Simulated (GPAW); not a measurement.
Worked example: self-consistent single point of AlRu (Pm-3m, 2 atoms in the cell) in GPAW.

Computed with PBE, GPAW PAW datasets PBE (gpaw-data 1.0.1) (plane waves; GPAW).

```yaml
crystal:
  lattice:
    - [2.99160, 0.00000, 0.00000]
    - [0.00000, 2.99160, 0.00000]
    - [0.00000, 0.00000, 2.99160]
  atoms:
    - { symbol: Ru, position: [0.50000, 0.50000, 0.50000] }
    - { symbol: Al, position: [0.00000, 0.00000, 0.00000] }
```

Reference input (self-consistent single point, DFT PBE, plane waves, GPAW PAW datasets PBE (gpaw-data 1.0.1)): mode = pw; ecut = 600 eV; xc = PBE; kpts = 11 11 11; mesh shift (steps) = 0 0 0; occupations.name = methfessel-paxton; occupations.width = 0.1 eV; occupations.order = 1; nbands = -6; symmetry.symmorphic = false; symmetry.tolerance = 0.0005; maxiter = 100. This run's input differs from it in these lines:

```diff
@@ -14,4 +14,4 @@
             xc='PBE',
-            kpts=(11, 11, 11),
-            occupations={'name': 'methfessel-paxton', 'width': 0.1, 'order': 1},
+            kpts={'size': (12, 12, 12), 'gamma': True},
+            occupations={'name': 'methfessel-paxton', 'width': 0.3, 'order': 1},
             nbands=-6,
```

The program printed (abridged):

```
     iter     time        total  log10-change:
                         energy   eigst   dens
iter:   1 --:--:--   -15.226582
iter:   2 --:--:--   -15.034574   -1.12  -1.20
iter:   3 --:--:--   -14.892597   -0.67  -1.23
iter:   4 --:--:--   -14.555921   -1.13  -1.46
iter:   5 --:--:--   -14.533856   -1.53  -1.44
iter:   6 --:--:--   -14.452513   -2.48  -1.82
iter:   7 --:--:--   -14.448506   -2.83  -2.41
iter:   8 --:--:--   -14.447164c  -4.34  -2.48
iter:   9 --:--:--   -14.447222c  -5.70  -3.58
iter:  10 --:--:--   -14.447266c  -4.49  -3.38
iter:  11 --:--:--   -14.447137c  -5.15  -3.17
iter:  12 --:--:--   -14.447137c  -6.88  -4.91c
iter:  13 --:--:--   -14.447137c  -8.27c -4.83c
Converged after 13 iterations.

Dipole moment: (-0.000000, 0.000000, -0.000000) |e|*Ang

Energy contributions relative to reference atoms: (reference = -129848.548248)

Kinetic:         +5.503673
Potential:       -5.581313
External:        +0.000000
XC:             -14.152238
Entropy (-ST):   +0.001981
Local:           -0.218580
SIC:             +0.000000
--------------------------
Free energy:    -14.446477
Extrapolated:   -14.447137

Showing only first 2 kpts
 Kpt  Band  Eigenvalues  Occupancy
  0     7     10.67403    0.10377
  0     8     10.67403    0.10377
  0     9     10.67403    0.10377
  0    10     16.58695   -0.00000

  1     7     10.50971    0.79841
  1     8     10.50971    0.79841
  1     9     10.69049    0.06495
  1    10     15.94456   -0.00000

Fermi level: 10.47370

No gap
No difference between direct/indirect transitions
Energy (eV): -14.447137

Forces in eV/Ang:
  0 Ru   -0.00000   -0.00000   -0.00000
  1 Al   -0.00000   -0.00000   -0.00000

Stress tensor:
    -0.019349     0.000000     0.000000
     0.000000    -0.019349     0.000000
     0.000000     0.000000    -0.019349
Stress (GPa, Voigt): [-3.1001 -3.1001 -3.1001  0.      0.      0.    ]
```

The run converged in 13 iterations. GPAW prints stress with tension positive. Against the reference run the free energy falls by 7.0 meV/atom and the pressure goes from 3.24 to 3.10 GPa.

The starting cell comes from a database of published, mostly measured structures (it also holds non-ambient and calculated ones), without a prior relaxation at this level. Spin polarisation is off. With a pressure of about 3 GPa the cell is away from its equilibrium volume at this level.

Cost on one core of a shared machine: roughly 40 s.
